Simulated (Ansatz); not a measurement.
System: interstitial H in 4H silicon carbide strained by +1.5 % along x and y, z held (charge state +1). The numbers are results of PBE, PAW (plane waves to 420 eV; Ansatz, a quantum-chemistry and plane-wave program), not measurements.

Settings: 72 host sites, the strained lattice (strain from the relaxed PBE one, atoms relaxed), a 2×2×2 k-point mesh shifted by half a step along c, smearing 0.01 eV, spin-restricted, no image-charge correction. No zero-point or tunnelling terms. The charge state is imposed; whether it is stable for some Fermi level was not computed. Sites that were not tried may lie lower.

Relaxed starting cell (atoms counted from 1):

```
C36HSi36
1.0
    9.42150     0.00000     0.00000
   -4.71075     8.15926     0.00000
    0.00000     0.00000    10.12928
Si C H
36 36 1
Direct
  0.99858   0.99942   0.49977
  0.00246   0.33367   0.49960
  0.00090   0.66606   0.49969
  0.32033   0.98500   0.50364
  0.33289   0.33429   0.50175
  0.33328   0.66461   0.49957
  0.66694   0.99989   0.50039
  0.68250   0.34692   0.50402
  0.66746   0.66840   0.49978
  0.99982   0.99974   0.99899
  0.00036   0.33296   0.99901
  0.00026   0.66658   0.99898
  0.33313   0.99945   0.99802
  0.33335   0.33348   0.99779
  0.33388   0.66650   0.99900
  0.66677   0.00009   0.99899
  0.66732   0.33366   0.99808
  0.66713   0.66705   0.99900
  0.22118   0.11018   0.75002
  0.22266   0.44426   0.74934
  0.22195   0.77588   0.75028
  0.55607   0.11070   0.74920
  0.55669   0.44575   0.75008
  0.55598   0.77780   0.74977
  0.88909   0.11089   0.74976
  0.89108   0.44497   0.75036
  0.88921   0.77770   0.74971
  0.11105   0.22186   0.24835
  0.11143   0.55543   0.24882
  0.11037   0.88841   0.24778
  0.44326   0.22326   0.24105
  0.44499   0.55580   0.24835
  0.44401   0.88840   0.24823
  0.77845   0.22284   0.24822
  0.77835   0.55639   0.24777
  0.77761   0.88925   0.24879
  0.99988   0.99967   0.68728
  0.00080   0.33296   0.68722
  0.00044   0.66642   0.68733
  0.33259   0.99919   0.68808
  0.33470   0.33224   0.68724
  0.33393   0.66611   0.68720
  0.66684   0.00004   0.68750
  0.66768   0.33428   0.68821
  0.66722   0.66702   0.68730
  0.99982   0.99991   0.18727
  0.00031   0.33332   0.18733
  0.00031   0.66646   0.18704
  0.33281   0.99977   0.18642
  0.33273   0.33408   0.18601
  0.33352   0.66652   0.18732
  0.66647   0.00040   0.18756
  0.66690   0.33391   0.18653
  0.66694   0.66702   0.18728
  0.22214   0.11091   0.93789
  0.22256   0.44430   0.93755
  0.22244   0.77724   0.93809
  0.55556   0.11126   0.93745
  0.55594   0.44472   0.93793
  0.55589   0.77792   0.93815
  0.88894   0.11096   0.93814
  0.88957   0.44437   0.93815
  0.88923   0.77763   0.93806
  0.11376   0.22136   0.43764
  0.11175   0.55516   0.43782
  0.10735   0.88663   0.43713
  0.44696   0.21898   0.43284
  0.44558   0.55331   0.43763
  0.44306   0.88803   0.43826
  0.77893   0.22387   0.43831
  0.78015   0.55948   0.43714
  0.77723   0.88972   0.43772
  0.51765   0.15218   0.42767
```
Cell charge +1.

End state 1 differs by these moves (Å; atoms that move under 0.08 Å are left out):

```
atom  element     Δx     Δy     Δz
----  -------  -----  -----  -----
4          Si   0.05   0.12  -0.03
7          Si   0.05  -0.12   0.03
8          Si  -0.16   0.00   0.00
73          H   1.11   0.00   0.00
```

Give the forward and backward barriers to end state 1 at the level PBE, PAW.

forward 0.57 eV, backward 0.57 eV; at the saddle point atom 73 has neighbours 2 C at 1.51; Si at 1.66 Å. The saddle point's order was not checked, and it lies on a symmetry element of the cell, where a band can be held.
